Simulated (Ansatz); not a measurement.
# A constructed model of the (110) surface of bcc Nb, a cell of two sites (a+b, b-a) surface alloy, Sb on one Nb site of the top plane (bottom of the slab: a bare face, its two planes held)

All values below come from PBE (plane waves to 420 eV, PAW; Ansatz, a first-principles code).

Slab: 12 atoms, 11.6 Å thick at the start; k 11x8x1, smearing 0.1 eV, dipole-corrected; 4 atoms held, the rest relaxed; start symmetry kept, larger cells not searched; no spin, no spin-orbit, no U. It is one candidate, not shown to be the stable structure of the face.

The work function of the top face is 3.80 eV and the energy released by relaxation comes out as 0.16 eV. The cost is roughly 6 core-minutes.
